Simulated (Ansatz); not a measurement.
GaAs: response to strain

Take GaAs in the zinc blende structure (space group F-43m, No. 216; a = 5.6590 Å) as the base. Axes: x, y, z lie along the cube axes.

Strains are applied to the cell and any free atomic positions relax; under biaxial strain the out-of-plane vector relaxes too.

Computed with PBEsol in Ansatz (plane waves to 420 eV, PAW, spin-orbit coupling left out).

Notes on the quantities. energy relative to the base: free energy F; pressure: mean of the normal stresses, compression positive.

```tsv
case	energy relative to the base	pressure	volume per atom
base	0 meV/atom	0.00 GPa	22.65 Å³
biaxial strain −2.50 %, plane normal [001], relaxed out of plane	+11 meV/atom	2.10 GPa	22.01 Å³
biaxial strain −2.00 %, plane normal [001], relaxed out of plane	+6.8 meV/atom	1.65 GPa	22.14 Å³
biaxial strain −1.00 %, plane normal [001], relaxed out of plane	+1.7 meV/atom	0.80 GPa	22.40 Å³
biaxial strain −0.50 %, plane normal [001], relaxed out of plane	+0.4 meV/atom	0.39 GPa	22.53 Å³
biaxial strain +0.50 %, plane normal [001], relaxed out of plane	+0.4 meV/atom	-0.37 GPa	22.78 Å³
biaxial strain +1.50 %, plane normal [001], relaxed out of plane	?	?	?
biaxial strain +2.00 %, plane normal [001], relaxed out of plane	+6.1 meV/atom	-1.41 GPa	23.14 Å³
biaxial strain +2.50 %, plane normal [001], relaxed out of plane	+9.5 meV/atom	-1.7 GPa	23.26 Å³
biaxial strain +3.00 %, plane normal [001], relaxed out of plane	+13 meV/atom	-2.0 GPa	23.37 Å³
```

Problem. Fill in the withheld entries from the trend.

Solution. 
- biaxial strain +1.50 %, plane normal [001], relaxed out of plane, energy relative to the base: +3.5 meV/atom
- biaxial strain +1.50 %, plane normal [001], relaxed out of plane, pressure: -1.08 GPa
- biaxial strain +1.50 %, plane normal [001], relaxed out of plane, volume per atom: 23.02 Å³

Stability against distortions was not tested. The final runs are not spin-polarised.

Ansatz is an electronic-structure program.
